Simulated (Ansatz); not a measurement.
## Effect of Si → C on NiSi2

The reference is NiSi2 (space group Fm-3m, No. 225; a = 5.444 Å; non-magnetic).

One thing is altered: every Si is replaced by C, then cell and atoms are relaxed.

Level of theory: PBE (Ansatz, a program for electronic structure; PAW; 420 eV plane waves; spin-orbit coupling left out), earlier PAW set. Settings: 17×17×17 k-points, 0.05 eV Fermi–Dirac smearing, for the changed cell.

The density increases by 0.78 g/cm³ (4.73 g/cm³ → 5.51 g/cm³) and the space group remains Fm-3m (No. 225). The band gap remains zero.

No phonon test of stability was made. As relaxed here, NiC2 is a hypothetical phase, not in the database extracts checked. Seeded moments were not kept for Si → C and the base. All final runs are without spin polarisation.
